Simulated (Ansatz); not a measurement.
Take BaTiO3 in the cubic perovskite structure (space group Pm-3m, No. 221; a = 3.994 Å) as the base.

Structures relaxed with plane-wave PAW DFT at the r2SCAN level (Ansatz, a program for electronic structure, 500 eV), no spin-orbit coupling.

Base:

Simulated powder pattern, Cu Kα1, λ = 1.54056 Å (kinematic, ideal powder, no thermal factors, no anomalous dispersion; the 10 strongest lines at most, above 2 %, up to 2θ = 90°):

| 2θ (°) | I/Imax (%) | hkl |
|---|---|---|
| 22.24 | 19 | (100) |
| 31.65 | 100 | (110) |
| 39.03 | 25 | (111) |
| 45.38 | 35 | (200) |
| 51.09 | 10.0 | (210) |
| 56.38 | 38 | (211) |
| 66.12 | 20 | (220) |
| 75.16 | 16 | (310) |
| 79.53 | 8.3 | (311) |
| 83.84 | 6.8 | (222) |

Perturbation: every Ba is replaced by Sr; the structure is relaxed again.

Q: Predict the new powder pattern.

A: 
Simulated powder pattern, Cu Kα1, λ = 1.54056 Å (kinematic, ideal powder, no thermal factors, no anomalous dispersion; the 10 strongest lines at most, above 2 %, up to 2θ = 90°):

```json
[
 {"2θ (°)": "22.74", "d (Å)": "3.907", "I/Imax (%)": "3.8", "hkl": "(100)"},
 {"2θ (°)": "32.38", "d (Å)": "2.763", "I/Imax (%)": "100", "hkl": "(110)"},
 {"2θ (°)": "39.93", "d (Å)": "2.256", "I/Imax (%)": "21", "hkl": "(111)"},
 {"2θ (°)": "46.45", "d (Å)": "1.953", "I/Imax (%)": "41", "hkl": "(200)"},
 {"2θ (°)": "52.32", "d (Å)": "1.747", "I/Imax (%)": "2.9", "hkl": "(210)"},
 {"2θ (°)": "57.75", "d (Å)": "1.595", "I/Imax (%)": "37", "hkl": "(211)"},
 {"2θ (°)": "67.79", "d (Å)": "1.381", "I/Imax (%)": "23", "hkl": "(220)"},
 {"2θ (°)": "77.14", "d (Å)": "1.235", "I/Imax (%)": "16", "hkl": "(310)"},
 {"2θ (°)": "81.67", "d (Å)": "1.178", "I/Imax (%)": "6.3", "hkl": "(311)"},
 {"2θ (°)": "86.15", "d (Å)": "1.128", "I/Imax (%)": "7.7", "hkl": "(222)"}
]
```

The indices refer to each structure's own conventional cell; one index is shown for lines that coincide.

No phonon test of stability was made. The final runs are not spin-polarised. Many cubic perovskites are stable only at high temperature; tilts and polar distortions were not tested. This is not the structure that BaTiO3 has at room temperature and ambient pressure.
